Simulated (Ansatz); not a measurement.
# The (100) surface of rock-salt TiC, V on all Ti sites of the second plane (bottom of the slab: a bare face, its two planes held)

Level of theory: PBE (plane waves to 420 eV, PAW; Ansatz, a first-principles code).

Slab: 12 atoms, 10.7 Å thick at the start with caps and adatoms (thin: gaps and levels are the slab's own); k 12x12x1, smearing 0.1 eV, dipole-corrected; 4 atoms held, the rest relaxed; symmetry of the start imposed; spin-polarised, no spin-orbit, no U. The starting moment vanished. In PBE it lies 0.08 eV a 1x1 cell over the lowest computed structure of the same composition (V on all Ti sites of the top plane).

- work function of the top face: 4.11 eV
- energy released by relaxation: 0.10 eV
- magnetic moment of the cell: 0.00 μB
- cost: roughly 4 core-minutes
